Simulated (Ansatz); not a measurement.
TlBiS2 (P4/mmm, No. 123, 4 atoms in the cell; start mp-1216528; a measured phase of this formula has another space group)

The numbers are results of PBEsol in Ansatz (PAW), not measurements.

Numerical settings: plane-wave cutoff 520 eV, 14×14×10 k mesh (along the axes of the cell as run), Fermi–Dirac smearing 0.05 eV, scalar-relativistic PAW data made under PBE.

Cell (relaxed at this level):

```cif
data_BiS2Tl
_chemical_formula_sum 'Tl1 Bi1 S2'
_space_group_name_H-M_alt 'P 1'
_space_group_IT_number 1
_cell_length_a 4.12708
_cell_length_b 4.12708
_cell_length_c 5.76934
_cell_angle_alpha 90.000
_cell_angle_beta 90.000
_cell_angle_gamma 90.000
loop_
_space_group_symop_operation_xyz
  'x, y, z'
loop_
_atom_site_label
_atom_site_type_symbol
_atom_site_fract_x
_atom_site_fract_y
_atom_site_fract_z
_atom_site_occupancy
Tl1 Tl 0.00000 0.00000 0.00000 1
Bi1 Bi 0.50000 0.50000 0.50000 1
S1 S 0.00000 0.00000 0.50000 1
S2 S 0.50000 0.50000 0.00000 1
```

```
Quantity             Result
------------  -------------
band gap      zero (no gap)
bulk modulus       62.6 GPa
```

Note: the relaxation could not lower the start's symmetry, so the cell can be a saddle point above a distorted one; the bulk modulus is −V dP/dV from two relaxed cells at ±2 % in volume.

Spin–orbit coupling is not included; it can open a gap where bands touch, and shift volumes and moduli.

Computed values are for the static lattice.

A start named mp-… is a Materials Project structure, which need not be a measured phase.

Ansatz is a quantum-chemistry and plane-wave program.
